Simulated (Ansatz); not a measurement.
## Effective masses and thermopower of BN under load (space group P6_3mc)

Data:

```
BN
1.0
    2.47298     0.00000     0.00000
   -1.23649     2.14167     0.00000
    0.00000     0.00000     4.09387
B N
2 2
Direct
  0.33333   0.66667   0.00057
  0.66667   0.33333   0.50057
  0.33333   0.66667   0.37443
  0.66667   0.33333   0.87443
```

Method: r2SCAN, rigid bands (plane waves, PAW, scalar-relativistic; Ansatz, a quantum-chemistry and plane-wave program). Condition of this run: hydrostatic pressure of 36 GPa (compression positive) (the target of the relaxation). Cell: cell and atoms relaxed with PBEsol, then loaded as said.

```yaml
band_gap: 5.57 eV
electron conductivity mass (300 K, dilute): 0.48 (x), 0.48 (y), 0.29 (z) mₑ
hole conductivity mass (300 K, dilute): 0.80 (x), 0.80 (y), 1.21 (z) mₑ
effective density of states N_c (300 K): 1.3e19 cm⁻³
effective density of states N_v (300 K): 4.6e19 cm⁻³
density_of_states_mass_electrons: 0.66 mₑ
density_of_states_mass_holes: 1.49 mₑ
Seebeck coefficient, n-type 1e19 cm⁻³, 300 K: -242 μV/K
best n-type power factor at 300 K for τ = 10 fs (best axis; densities from 1e16 to 1e21 cm⁻³ tried, whether or not they can be reached): 7.4 μW/(cm·K²) at 3e19 cm⁻³
Seebeck coefficient, p-type 1e19 cm⁻³, 300 K: 345 μV/K
best p-type power factor at 300 K for τ = 10 fs (best axis; densities from 1e16 to 1e21 cm⁻³ tried, whether or not they can be reached): 9.2 μW/(cm·K²) at 1e20 cm⁻³
```

Rigid bands; masses and Seebeck coefficients take one relaxation time τ for all states and one kind of carrier; polarons and phonon drag are left out. Spin-orbit coupling is left out. Geometry: cell and atoms relaxed with PBEsol.
